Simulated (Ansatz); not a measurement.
Take Hf in the hcp (Mg type) structure (space group P6_3/mmc, No. 194; a = 3.158 Å, c = 5.004 Å; relaxed with 0.1 eV smearing) as the base.

Calculations: PBEsol (Ansatz, a program for electronic structure, PAW, no SOC).

For the base:

- Pressure = 0.0 GPa
- Band gap = zero

The change: an isotropic linear strain of −2.00 %, atoms relaxed at fixed cell.

Q: How does this affect the pressure?

A: The pressure (mean of the normal stresses, compression positive) goes from zero to 7.6 GPa.

Q: Predict the new energy relative to the base.

A: The energy goes up by 29 meV/atom.

Q: What does the calculation give for the band gap after the change?

A: The band gap stays zero.

No phonon test of stability was made. All final runs are without spin polarisation.
